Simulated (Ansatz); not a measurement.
GaP, response to strain

The parent structure is GaP in the zinc blende structure (space group F-43m, No. 216; a = 5.391 Å). Axes: x, y, z lie along the cube axes.

Strains are applied to the cell and any free atomic positions relax; under biaxial strain the out-of-plane vector relaxes too.

Level of theory: LDA, PAW, 420 eV (Ansatz, a first-principles code; without spin-orbit coupling).

Candidates:
(a) biaxial strain −2.00 %, plane normal [001], relaxed out of plane
(b) biaxial strain −3.00 %, plane normal [001], relaxed out of plane
(c) biaxial strain +3.00 %, plane normal [001], relaxed out of plane
(d) biaxial strain +1.50 %, plane normal [001], relaxed out of plane

**Question.** Order them by out-of-plane strain, highest first.

**Answer.** (b) biaxial strain −3.00 %, plane normal [001], relaxed out of plane (+2.65 %), (a) biaxial strain −2.00 %, plane normal [001], relaxed out of plane (+1.77 %), (d) biaxial strain +1.50 %, plane normal [001], relaxed out of plane (-1.36 %), (c) biaxial strain +3.00 %, plane normal [001], relaxed out of plane (-2.76 %)

Whether these cells are dynamically stable was not tested.
